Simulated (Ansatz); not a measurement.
**rock-salt TaC (1 1 0) on antifluorite Mg2Si (1 1 0) (film strained to the substrate, started from cuts of the bulks and a machine-learned relaxation; slabs Mg12Si6 and C12Ta12, which can lie off the formulas)**

A periodic stack without vacuum, rock-salt TaC (1 1 0) on antifluorite Mg2Si (1 1 0) (film strained to the substrate, started from cuts of the bulks and a machine-learned relaxation; slabs Mg12Si6 and C12Ta12, which can lie off the formulas): substrate slab Mg12Si6, film C12Ta12, surface cells [[0, -1], [1, -1]] and [[1, 0], [1, 2]], film strained by +0.5 and +0.5 %, outermost planes MgSi/MgSi and CTa/CTa as cut, which need not be the usual terminations and can put a slab off its formula.

The start was prepared with a machine-learned potential, and the result is one local minimum, with the in-plane cell held and forces under 0.04 eV/Å; the film can end far from its bulk form.

Method: PBE (plane waves to 420 eV, PAW; Ansatz, a program for electronic structure). Scalar-relativistic, without spin–orbit coupling; the runs are not spin-polarised; PBE gaps are too small against experiment. Its k-point mesh 7×4×1, Fermi–Dirac width 0.05 eV.

interface area: 28.7 Å²
period: 23.38 Å
heights between the nearest atoms of the two slabs at the two interfaces: 1.61 and 1.61 Å
Mg–Ta contacts across the interfaces within 1.22 times the sum of covalent radii: 20, mean 3.30 Å
C–Mg contacts across the interfaces within 1.22 times the sum of covalent radii: 8, mean 2.33 Å
Si–Ta contacts across the interfaces within 1.22 times the sum of covalent radii: 2, mean 2.53 Å

```
Mg2Ta2C2Si
1.0
    4.49883     0.00058    -0.17527
    4.50013     6.36264     0.05329
    0.92815     3.02835    23.48397
Mg Si C Ta
12 6 12 12
Direct
  0.87067   0.23766   0.14100
  0.24372   0.36310   0.02640
  0.74123   0.86584   0.02588
  0.35872   0.74926   0.14410
  0.98135   0.12661   0.33413
  0.42432   0.18344   0.23446
  0.92303   0.68501   0.23520
  0.48266   0.62503   0.33340
  0.16114   0.94741   0.54221
  0.53495   0.07242   0.42757
  0.04694   0.56082   0.42450
  0.66358   0.44473   0.54272
  0.61084   0.99730   0.13502
  0.55382   0.55310   0.05448
  0.72949   0.87832   0.33053
  0.67621   0.43171   0.23806
  0.85136   0.75710   0.51411
  0.79477   0.31277   0.43359
  0.47695   0.63132   0.61870
  0.96981   0.13850   0.61165
  0.76390   0.84423   0.68237
  0.26996   0.33803   0.68303
  0.05738   0.05043   0.75122
  0.55682   0.55091   0.75115
  0.34729   0.26024   0.81738
  0.84784   0.75977   0.81745
  0.64077   0.46646   0.88624
  0.13473   0.97264   0.88558
  0.92775   0.67936   0.94990
  0.43490   0.17217   0.95695
  0.76541   0.34265   0.68114
  0.26942   0.83858   0.68131
  0.97994   0.62838   0.62087
  0.47948   0.12877   0.62178
  0.34708   0.76050   0.81939
  0.84611   0.26144   0.81878
  0.55856   0.04924   0.74983
  0.05759   0.55018   0.74921
  0.92521   0.18192   0.94683
  0.42473   0.68230   0.94773
  0.13525   0.47211   0.88729
  0.63924   0.96805   0.88746
```
